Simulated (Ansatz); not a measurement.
# Effect of Hf → Ta on HfS2

Start from HfS2 in the CdI2 type structure (space group P-3m1, No. 164; a = 3.6058 Å, c = 5.7679 Å; layered, stacked along the Cartesian z axis).

The change: Ta takes the place of Hf on all its sites, then cell and atoms are relaxed.

Method: PBE-D3(BJ) (Ansatz, a first-principles code, PAW, without spin-orbit coupling), earlier PAW set. Γ-centred 16×16×8 mesh, Fermi–Dirac width 0.05 eV, for the changed cell.

The volume per atom drops by 3.13 Å³, from 21.65 Å³ to 18.52 Å³ and the lattice parameter a drops by 0.2764 Å, from 3.606 Å to 3.329 Å. The c/a ratio increases by 0.138 (1.600 → 1.738) and the space group is still P-3m1 (No. 164). The shortest interatomic distance decreases by 0.075 Å (2.541 Å → 2.466 Å) and the band gap becomes zero (base: 0.85 eV).

Final structure:

```
CELL_PARAMETERS angstrom
      3.32935     0.00000     0.00000
     -1.66468     2.88330     0.00000
      0.00000     0.00000     5.78632
ATOMIC_POSITIONS crystal
  Ta 0.00000 0.00000 0.00000
  S  0.33333 0.66667 0.26690
  S  0.66667 0.33333 0.73310
```

Cost of the whole job for the changed cell (relaxation, final SCF and bands): about 50 core-seconds (a rough figure).

Spin-orbit coupling, missing from the scalar runs, can matter with Hf. No phonon test of stability was made. The final runs are not spin-polarised. An odd electron count without spin: TaS2.
